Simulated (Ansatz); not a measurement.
Consider interstitial H in fluorite, charge state +1. All values below come from PBE, PAW (plane waves to 420 eV; Ansatz, a first-principles code).

Settings: 96 host sites, the relaxed PBE lattice, the Γ point alone, smearing 0.01 eV, spin-restricted, no image-charge correction. Static, classical nuclei. The charge state is imposed; whether it is stable for some Fermi level was not computed. Sites that were not tried may lie lower.

Barriers: single points on a 2×2×2 k-point mesh shifted by half a step at the bands' geometries.

The step: a concerted move, in which H travels most. Atoms about the jump, Cartesian Å from the middle of the jump, before and after:

```csv
atom,x0,y0,z0,x1,y1,z1
H1,0.53,0.00,0.53,-0.53,0.00,-0.53
F2,0.53,0.00,-0.58,0.58,0.00,-0.53
F3,-2.19,0.08,-0.51,-1.69,0.00,-0.53
F4,0.53,0.00,1.69,0.51,0.08,2.19
Ca5,-1.09,1.63,0.87,-0.87,1.63,1.09
Ca6,-0.89,-1.41,-1.98,-0.87,-1.62,-2.16
Ca7,2.16,-1.62,0.87,1.98,-1.41,0.89
F8,0.60,-2.72,-0.52,0.52,-2.72,-0.60
F9,0.46,2.73,-0.51,0.51,2.73,-0.46
Ca10,1.95,1.42,-1.98,1.98,1.42,-1.95
F11,-2.19,0.08,2.25,-2.25,0.08,2.19
F12,0.53,0.00,-3.33,0.51,-0.07,-3.26
F13,3.26,-0.07,-0.51,3.33,0.00,-0.53
F14,-2.18,-2.71,-0.55,-2.25,-2.71,-0.61
F15,0.61,-2.71,2.25,0.55,-2.71,2.18
```

**Question.** Give the saddle-point geometry and the barrier.

**Answer.** 
| atom | x | y | z |
|---|---|---|---|
| H1 | 0.03 | -0.23 | -0.04 |
| F2 | 0.72 | -0.23 | -0.73 |
| F3 | -1.73 | -0.08 | -0.37 |
| F4 | 0.36 | -0.08 | 1.72 |
| Ca5 | -1.03 | 1.63 | 1.02 |
| Ca6 | -0.90 | -1.52 | -2.07 |
| Ca7 | 2.07 | -1.52 | 0.90 |
| F8 | 0.54 | -2.80 | -0.54 |
| F9 | 0.48 | 2.60 | -0.49 |
| Ca10 | 1.98 | 1.45 | -1.99 |
| F11 | -2.30 | 0.10 | 2.30 |
| F12 | 0.51 | -0.01 | -3.37 |
| F13 | 3.36 | -0.01 | -0.52 |
| F14 | -2.24 | -2.76 | -0.61 |
| F15 | 0.60 | -2.76 | 2.23 |
It lies 0.48 eV above the start and 0.48 eV above the end. The saddle point's order was not checked, and it lies on a symmetry element of the cell, where a band can be held.
